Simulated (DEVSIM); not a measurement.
Structure: GaAs n-i-p diode, at 300 K.

```csv
layer (left to right),material,thickness (μm),Nd (cm⁻³),Na (cm⁻³),τn (s),τp (s)
1,GaAs,0.980,1e17,-,3e-9,3e-9
2,GaAs,1.80,-,7.7e12,3e-9,3e-9
3,GaAs,2.10,-,4.6e17,3e-9,3e-9
```

Left contact: ohmic. Right contact: ohmic. Voltage is applied to the left contact. Recombination: SRH at mid-gap, radiative. Mobility is μmin + (μ − μmin)/(1 + (N/Nref)^α).

The device is made up for the run: typed textbook-type constants, with dimensions and the other settings drawn at random. Values at 300 K.

```csv
parameter,GaAs
gap (eV),1.424
affinity (eV),4.07
permittivity,12.9
Nc (cm⁻³),4.7e17
Nv (cm⁻³),9e18
μn (cm²/Vs),8500
μp (cm²/Vs),400
"μn,min",500
"μp,min",20
"Nref,n",6e16
"Nref,p",1.5e17
αn,0.39
αp,0.38
B (cm³/s),2e-10
```

Simulated with DEVSIM: 1D drift-diffusion, Boltzmann statistics, complete ionisation; no tunnelling, impact ionisation, image-force lowering or self-heating.

Tabulate band edges, carrier densities and field at -1.05 V on the left contact.

Energies count from the Fermi level of the right contact; mesh points crowd at the junctions.

| x (μm) | Ec (eV) | Ev (eV) | n (cm⁻³) | p (cm⁻³) | field (V/cm) |
|---|---|---|---|---|---|
| 0.000 | 1.090 | -0.334 | 1.0e17 | < 1e2 | ≈ 0 |
| 0.03641 | 1.090 | -0.334 | 1.0e17 | 6.0e11 | ≈ 0 |
| 0.1253 | 1.090 | -0.334 | 1.0e17 | 2.1e12 | ≈ 0 |
| 0.3420 | 1.090 | -0.334 | 1.0e17 | 5.7e12 | ≈ 0 |
| 0.7857 | 1.090 | -0.334 | 1.0e17 | 1.4e13 | ≈ 0 |
| 0.9153 | 1.090 | -0.334 | 9.9e16 | 1.7e13 | 190 |
| 0.9684 | 1.102 | -0.322 | 6.3e16 | 2.8e13 | 8200 |
| 1.012 | 1.150 | -0.274 | 9.9e15 | 1.8e14 | 7300 |
| 1.097 | 1.184 | -0.240 | 2.6e15 | 6.8e14 | 2100 |
| 1.308 | 1.200 | -0.224 | 1.4e15 | 1.3e15 | 160 |
| 1.835 | 1.201 | -0.223 | 1.4e15 | 1.4e15 | -18 |
| 2.512 | 1.202 | -0.222 | 1.3e15 | 1.6e15 | 350 |
| 2.687 | 1.226 | -0.198 | 5.1e14 | 4.2e15 | 3600 |
| 2.758 | 1.275 | -0.149 | 7.8e13 | 2.8e16 | 13000 |
| 2.797 | 1.345 | -0.079 | 5.1e12 | 4.2e17 | 3300 |
| 2.859 | 1.347 | -0.077 | 4.5e12 | 4.6e17 | ≈ 0 |
| 3.014 | 1.347 | -0.077 | 4.2e12 | 4.6e17 | ≈ 0 |
| 3.402 | 1.347 | -0.077 | 3.3e12 | 4.6e17 | ≈ 0 |
| 4.380 | 1.347 | -0.077 | 1.1e12 | 4.6e17 | ≈ 0 |
| 4.695 | 1.347 | -0.077 | 4.0e11 | 4.6e17 | ≈ 0 |
| 4.821 | 1.347 | -0.077 | 1.3e11 | 4.6e17 | ≈ 0 |
| 4.880 | 1.347 | -0.077 | < 1e2 | 4.6e17 | ≈ 0 |
